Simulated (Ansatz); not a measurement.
## ZnCu: response to strain

Start from ZnCu in the CsCl type structure (space group Pm-3m, No. 221; a = 2.908 Å; relaxed with 0.1 eV smearing).

Strains are applied to the cell and any free atomic positions relax.

The values are results of DFT with PBEsol, PAW potentials and a 420 eV plane-wave cutoff in Ansatz (a first-principles code), no spin-orbit coupling, not measurements.

Notes on the quantities. energy relative to the base: free energy F.

```json
[
 {"isotropic strain (%)": "-3", "energy relative to the base (meV/atom)": "48.0"},
 {"isotropic strain (%)": "-2.5", "energy relative to the base (meV/atom)": "?"},
 {"isotropic strain (%)": "-0.5", "energy relative to the base (meV/atom)": "1.2"},
 {"isotropic strain (%)": "0", "energy relative to the base (meV/atom)": "0.0"},
 {"isotropic strain (%)": "0.5", "energy relative to the base (meV/atom)": "1.2"},
 {"isotropic strain (%)": "1", "energy relative to the base (meV/atom)": "4.5"},
 {"isotropic strain (%)": "1.5", "energy relative to the base (meV/atom)": "10.0"},
 {"isotropic strain (%)": "2", "energy relative to the base (meV/atom)": "17.5"},
 {"isotropic strain (%)": "3", "energy relative to the base (meV/atom)": "37.9"}
]
```

Q: Fit ΔE = Aε² + Bε³ (ε in %) to the rows shown and predict the withheld row.

A: Least squares on the printed values gives A = 4.77 and B = -0.19 meV/atom (largest residual 0.1 meV/atom); this predicts 32.7 meV/atom, and the run gives 32.7 meV/atom, in agreement.

Stability against distortions was not tested. All final runs are without spin polarisation.
